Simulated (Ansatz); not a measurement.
Start from YN in the rock salt structure (space group Fm-3m, No. 225; a = 4.856 Å). Axes: x, y, z lie along the cube axes.

It is then changed as follows: biaxial strain −0.18 %, plane normal [001], relaxed out of plane (Cartesian); in-plane vectors clamped, the third vector and the atoms free.

Levels (all Ansatz, a program for electronic structure, PAW): PBEsol (420 eV, without spin-orbit coupling); r2SCAN (500 eV, no SOC); HSE06 (420 eV, spin-orbit coupling left out).

At the geometry relaxed with PBEsol, these levels gave the following band gaps, in shuffled order: (a) 0.07 eV, (b) 1.04 eV, (c) 0.53 eV.

Question: Match each gap to its level.

Answer: (a) PBEsol; (b) HSE06; (c) r2SCAN.

Single points use the geometry relaxed with PBEsol. The hybrid gap comes from the SCF mesh plus the semilocal run's edge points and a few special points and is an upper bound. Stability against distortions was not tested. The zero or small gap of YN can change with the level of theory.
